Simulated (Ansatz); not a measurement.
## A computed series for MgTe: response to strain

Take MgTe in the zinc blende structure (space group F-43m, No. 216) as the base.

```xyz
2
Lattice="0.0000 3.1841 3.1841 3.1841 0.0000 3.1841 3.1841 3.1841 0.0000" Properties=species:S:1:pos:R:3 pbc="T T T"
Mg     0.0000     0.0000     0.0000
Te     1.5920     1.5920     1.5920
```

Cartesian axes are those of the cell as printed.

Strains are applied to the cell and any free atomic positions relax; under biaxial strain the out-of-plane vector relaxes too.

Method: DFT with LDA, PAW potentials and a 420 eV plane-wave cutoff in Ansatz (a quantum-chemistry and plane-wave program), spin-orbit coupling left out.

Notes on the quantities. energy relative to the base: free energy F.

```json
[
 {"biaxial strain, plane normal [111], relaxed out of plane (%)": "-2.5", "energy relative to the base (meV/atom)": "8.5"},
 {"biaxial strain, plane normal [111], relaxed out of plane (%)": "-2.08", "energy relative to the base (meV/atom)": "5.8"},
 {"biaxial strain, plane normal [111], relaxed out of plane (%)": "-1.67", "energy relative to the base (meV/atom)": "?"},
 {"biaxial strain, plane normal [111], relaxed out of plane (%)": "-1.25", "energy relative to the base (meV/atom)": "2.1"},
 {"biaxial strain, plane normal [111], relaxed out of plane (%)": "-0.83", "energy relative to the base (meV/atom)": "0.9"},
 {"biaxial strain, plane normal [111], relaxed out of plane (%)": "-0.42", "energy relative to the base (meV/atom)": "0.2"},
 {"biaxial strain, plane normal [111], relaxed out of plane (%)": "0", "energy relative to the base (meV/atom)": "0.0"}
]
```

Task: Fit ΔE = Aε² + Bε³ (ε in %) to the rows shown and predict the withheld row.

Result: Least squares on the printed values gives A = 1.29 and B = -0.028 meV/atom (largest residual 0.0 meV/atom); this predicts 3.7 meV/atom, and the run gives 3.8 meV/atom, in agreement.

Stability against distortions was not tested.
